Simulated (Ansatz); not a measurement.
Cu2O, carrier doping

Base system: Cu2O (space group Pn-3m, No. 224; a = 4.246 Å).

Carriers are added at fixed cell with a uniform background; the Fermi–Dirac width is that of 300 K.

Computed with r2SCAN (Ansatz, a first-principles code), scalar-relativistic without spin-orbit coupling.

Notes on the quantities. Fermi level from band edge: Fermi level relative to the doped band's edge (positive inside the band; to 0.05 eV).

```json
[
 {"case": "undoped", "gap between the host's bands": "0.79 eV", "Fermi level from band edge": "–"},
 {"case": "electrons 2.0×10^21 cm⁻³", "gap between the host's bands": "0.78 eV", "Fermi level from band edge": "+0.60 eV"},
 {"case": "electrons 3.0×10^21 cm⁻³", "gap between the host's bands": "0.78 eV", "Fermi level from band edge": "+0.70 eV"},
 {"case": "electrons 5.0×10^21 cm⁻³", "gap between the host's bands": "0.76 eV", "Fermi level from band edge": "+0.90 eV"},
 {"case": "electrons 2.0×10^22 cm⁻³", "gap between the host's bands": "0.68 eV", "Fermi level from band edge": "+1.35 eV"},
 {"case": "holes 2.0×10^21 cm⁻³", "gap between the host's bands": "0.80 eV", "Fermi level from band edge": "+0.15 eV"},
 {"case": "holes 3.0×10^21 cm⁻³", "gap between the host's bands": "0.80 eV", "Fermi level from band edge": "+0.20 eV"},
 {"case": "holes 5.0×10^21 cm⁻³", "gap between the host's bands": "0.81 eV", "Fermi level from band edge": "+0.25 eV"},
 {"case": "holes 2.0×10^22 cm⁻³", "gap between the host's bands": "0.90 eV", "Fermi level from band edge": "+0.45 eV"}
]
```

Charged cell with a jellium background: band edges are those of the host's band count, energies are not comparable with the neutral cell, and many-body gap narrowing is missing. No phonon test of stability was made. No Hubbard U is applied. All final runs are without spin polarisation.
